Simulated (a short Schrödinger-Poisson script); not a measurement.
System: symmetric double-gate stack, SiO2 on p-type InP, at 77 K.

| layer | material | thickness (nm) | Na (cm⁻³) |
|---|---|---|---|
| 1 | SiO2 | 3 | - |
| 2 | InP | 10 | 3e15 |
| 3 | SiO2 | 3 | - |

Constants are typed, rounded textbook-type inputs, not results; the design itself was drawn at random and stands for no fabricated device. SiO2: permittivity 3.9, conduction-band edge (eV) 3.48, gap (eV) 9, electron mass (mₑ) 0.5. InP: permittivity 12.5, conduction-band edge (eV) 0, gap (eV) 1.344, Nv at 300 K (cm⁻³) 1.1e19.

Channel valleys (confinement mass, in-plane density-of-states mass, number): Γ 0.08, 0.08, 1. At the gates, both at one voltage, the conduction-band edge of layer 1 lies 3.88 eV − eVg above the Fermi level of the channel. Gaps are held at their typed values at every temperature. Mesh 0.03 nm at interfaces.

Solved with a short Schrödinger-Poisson script written for these runs: 1D Poisson equation in equilibrium, electrons classical, Fermi-Dirac, parabolic valleys, classical holes, full ionisation, no traps, pinning or gate leakage.

The same stack at other levels of the model or other numerical settings:

| run | sheet density of all electrons at Vg = 1.9 V (cm⁻²) | sheet density of all electrons at Vg = 0.7 V (cm⁻²) | capacitance of both gates at Vg = 1.9 V (μF/cm²) | rough cost against the base |
|---|---|---|---|---|
| base | 1.53e13 | 2.65e12 | 1.75 | about 1 |
| electrons treated as classical, Boltzmann | 2.06e13 | 3.71e12 | 2.28 | 0.4 |
| electrons treated as quantum, Hartree | 1.47e13 | 2.27e12 | 1.77 | 6 |
| electrons treated as quantum, Hartree plus LDA exchange-correlation | 1.50e13 | 2.41e12 | 1.79 | 8 |
| mesh six times as coarse | 1.52e13 | 2.63e12 | 1.74 | 0.5 |

The classical rows ignore confinement, and Boltzmann statistics overrate the density once the band edge passes the Fermi level.

Above a few 1e12 electrons/cm² a light Γ valley is non-parabolic and upper valleys begin to fill, which the model leaves out.
